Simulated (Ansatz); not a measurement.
**Response to strain in Mg**

Start from Mg in the hcp (Mg type) structure (space group P6_3/mmc, No. 194; a = 3.1952 Å, c = 5.1966 Å; relaxed with 0.1 eV smearing). Axes: x lies along a and z along c of the hexagonal cell.

Strains are applied to the cell and any free atomic positions relax.

Computed with Kohn–Sham DFT with the PBE functional, run in Ansatz (a quantum-chemistry and plane-wave program) with PAW and 420 eV plane waves, no spin-orbit coupling.

Notes on the quantities. energy relative to the base: free energy F; pressure: mean of the normal stresses, compression positive.

| change | energy relative to the base | volume per atom | pressure |
|---|---|---|---|
| base | 0 meV/atom | 22.97 Å³ | 0.0 GPa |
| uniaxial strain ε_zz = −2.00 % | +2.0 meV/atom | 22.51 Å³ | 0.8 GPa |
| uniaxial strain ε_zz = −1.50 % | +1.1 meV/atom | 22.63 Å³ | 0.6 GPa |
| uniaxial strain ε_zz = −1.00 % | +0.5 meV/atom | 22.74 Å³ | 0.4 GPa |
| uniaxial strain ε_zz = −0.50 % | +0.1 meV/atom | 22.86 Å³ | 0.2 GPa |
| uniaxial strain ε_zz = +0.50 % | +0.1 meV/atom | 23.09 Å³ | -0.2 GPa |
| uniaxial strain ε_zz = +1.00 % | +0.5 meV/atom | 23.20 Å³ | -0.3 GPa |
| uniaxial strain ε_zz = +1.50 % | +1.0 meV/atom | 23.32 Å³ | -0.5 GPa |
| uniaxial strain ε_zz = +2.50 % | +2.8 meV/atom | 23.55 Å³ | -0.8 GPa |
| uniaxial strain ε_zz = +3.00 % | +4.1 meV/atom | 23.66 Å³ | -1.0 GPa |

Whether these cells are dynamically stable was not tested.
